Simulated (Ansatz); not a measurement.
Take BP in the zinc blende structure (space group F-43m, No. 216; a = 4.491 Å) as the base.

All numbers come from LDA (Ansatz, an electronic-structure program, PAW, no spin-orbit coupling).

Strains are applied to the cell and any free atomic positions relax.

One change was made to it. Results:

```json
[
 {"quantity": "band gap", "base": "1.14 eV", "after": "1.07 eV"},
 {"quantity": "smallest direct gap", "base": "3.43 eV", "after": "3.54 eV"},
 {"quantity": "energy relative to the base (free energy F)", "base": "0 meV/atom", "after": "+24 meV/atom"},
 {"quantity": "hole mass (degenerate bands, along [100])", "base": "0.25, 0.25, 0.36 mₑ (at Γ)", "after": "0.25, 0.25, 0.40 mₑ (at Γ)"}
]
```

### Question
Name the change that was made.
A. isotropic strain −2.00 %
B. isotropic strain +3.00 %
C. isotropic strain +2.00 %
D. isotropic strain +0.50 %
E. isotropic strain −1.00 %

### Answer
A, isotropic strain −2.00 %. For comparison, the band gap in the other runs: isotropic strain +3.00 % gives 1.25 eV; isotropic strain +2.00 % gives 1.22 eV; isotropic strain −1.00 % gives 1.11 eV; isotropic strain +0.50 % gives 1.16 eV.

Effective masses come from finite differences of ±0.01 Å⁻¹. No phonon test of stability was made.
